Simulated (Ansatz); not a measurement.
Take GaAs in the zinc blende structure (space group F-43m, No. 216; a = 5.6656 Å) as the base.

Method: Kohn–Sham DFT with the r2SCAN functional, run in Ansatz (a program for electronic structure) with PAW and 500 eV plane waves, no spin-orbit coupling, earlier PAW set.

Before the change:

- Electron mass = 0.051 mₑ (at Γ)
- Volume per atom = 22.73 Å³
- Hole mass = 0.051, 0.34, 0.34 mₑ (at Γ)

One thing is altered: cell and atoms relaxed at a pressure of 4.2 GPa.

Q: Predict the new electron mass, volume per atom, hole mass and mean gap deformation potential ΔEg/Δln V.

A: The electron mass becomes 0.070 mₑ (at Γ) (base: 0.051 mₑ (at Γ)); the volume per atom shrinks by 1.14 Å³, from 22.73 Å³ to 21.59 Å³; the hole mass (degenerate bands, along [100]) becomes 0.069, 0.32, 0.32 mₑ (at Γ) (base: 0.051, 0.34, 0.34 mₑ (at Γ)); the mean gap deformation potential ΔEg/Δln V is -8.2 eV.

Load acts through the strain it causes; cell and atoms are relaxed under it. Masses are band curvatures over ±0.01 Å⁻¹ around the edge. Stability against distortions was not tested. Tetrahedral semiconductors of this kind turn to denser phases somewhere between about 1 and 50 GPa; those were not computed, so compressed cells here can lie past the real transition.
